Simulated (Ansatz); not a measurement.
The parent structure is NiO in the rock salt structure (space group Fm-3m, No. 225; a = 4.189 Å; ferromagnetic). Axes: x, y, z lie along the cube axes.

Computed with DFT with r2SCAN, PAW potentials and a 500 eV plane-wave cutoff in Ansatz (a program for electronic structure), no spin-orbit coupling.

Strains are applied to the cell and any free atomic positions relax; under biaxial strain the out-of-plane vector relaxes too.

One change was made to it. Results:

The pressure (mean of the normal stresses, compression positive) goes from zero to 2.71 GPa; the smallest direct gap shrinks by 0.04 eV to 1.67 eV.

Task: Which change produced these results?
A. biaxial strain −0.82 %, plane normal [001], relaxed out of plane
B. strain tensor (xx, yy, zz, yz, xz, xy) = (+0.79, −2.73, +1.36, +0.31, +0.23, −0.21) %
C. uniaxial strain ε_zz = +1.61 %
D. biaxial strain −1.11 %, plane normal [110], relaxed out of plane
E. uniaxial strain ε_xx = +1.63 %

Result: D, biaxial strain −1.11 %, plane normal [110], relaxed out of plane. For comparison, the pressure in the other runs: uniaxial strain ε_xx = +1.63 % gives -3.2 GPa; uniaxial strain ε_zz = +1.61 % gives -3.2 GPa; biaxial strain −0.82 %, plane normal [001], relaxed out of plane gives 2.46 GPa; strain tensor (xx, yy, zz, yz, xz, xy) = (+0.79, −2.73, +1.36, +0.31, +0.23, −0.21) % gives 2.0 GPa.

No phonon test of stability was made. No Hubbard U is applied and the magnetic state is the run's own (NiO ferromagnetic); small cells can't hold the antiferromagnetic order that many such compounds have, so gaps and moments can be off. Where the two band edges lie in opposite spin channels, the gap is a spin-flip gap. In its common phase, real NiO is an antiferromagnetic insulator at low temperature.
